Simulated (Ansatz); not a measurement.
C (model structure, P-3m1, No. 164, 18 atoms in the cell) was calculated with LDA (PAW; Ansatz, an electronic-structure program).

Numerical settings: plane-wave cutoff 520 eV, 18×18×2 k mesh (along the axes of the cell as run), Fermi–Dirac smearing 0.01 eV, scalar-relativistic PAW data made under PBE.

Cell (relaxed at this level):

```xyz
18
Lattice="2.4908 0.0000 0.0000 -1.2454 2.1571 0.0000 0.0000 0.0000 18.4692" Properties=species:S:1:pos:R:3 pbc="T T T"
C      0.0000     0.0000    12.5783
C      0.0000     0.0000    14.1063
C      0.0000     1.4381    14.6171
C      0.0000     1.4381    16.1450
C      1.2454     0.7190    16.6595
C      1.2454     0.7190    18.2101
C      0.0000     1.4381     0.2591
C      0.0000     1.4381     1.8096
C      1.2454     0.7190     2.3242
C      1.2454     0.7190     3.8520
C      0.0000     0.0000     4.3628
C      0.0000     0.0000     5.8908
C      0.0000     1.4381     6.4048
C      0.0000     1.4381     7.9569
C      0.0000     0.0000     8.4710
C      0.0000     0.0000     9.9981
C      1.2454     0.7190    10.5122
C      1.2454     0.7190    12.0643
```

**Question.** Estimate the band gap that the calculation returns.

**Answer.** 
* **band gap**: 4.52 eV (on the SCF k mesh)

Note: the relaxation could raise the start's symmetry but not lower it, so the cell can be a saddle point.

Computed values are for the static lattice.

Computing time: around 4 core-minutes (rough).

A model structure was made by putting elements into a prototype or built by hand; it is no filed structure, need not be a known phase, and can be a saddle point held by its symmetry.
